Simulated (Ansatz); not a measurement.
## HfSiO4 under a change: biaxial strain +1.99 %, plane normal [001], relaxed out of plane

Start from HfSiO$_{4}$ (space group I4_1/amd, No. 141; a = 6.582 Å, c = 5.966 Å). Axes: x, y, z lie along a, b, c of the conventional cell.

Perturbation: biaxial strain +1.99 %, plane normal [001], relaxed out of plane (Cartesian); in-plane vectors clamped, the third vector and the atoms free.

Calculations: PBEsol, PAW, 420 eV (Ansatz, an electronic-structure program; no spin-orbit coupling). Γ-centred 6×6×6 mesh, Fermi–Dirac width 0.05 eV.

| quantity | base | changed | shift |
|---|---|---|---|
| volume per atom | 10.77 Å³ | 11.08 Å³ | +0.31 Å³ |
| space group | I4_1/amd (No. 141) | I4_1/amd (No. 141) | – |
| shortest interatomic distance | 3.080 bohr | 3.092 bohr | +0.012 bohr |
| energy relative to the base (free energy F) | 0 meV/atom | +10 meV/atom | +10 meV/atom |
| pressure (mean of the normal stresses, compression positive) | 0.00 GPa | -4.79 GPa | -4.79 GPa |
| band gap (an upper bound: an edge found on the path is not a true extremum; both cells) | 5.38 eV | 5.21 eV | -0.17 eV |
| out-of-plane strain | – | -1.14 % | – |
| ratio −ε⊥/ε∥ | – | 0.57 | – |
| mean in-plane stress (compression positive) | – | -7.2 GPa | – |

Cost of the whole job for the changed cell (relaxation, final SCF and bands): roughly 2.5 core-minutes.

With Hf present, leaving out spin-orbit coupling can change the band edges. Stability against distortions was not tested.
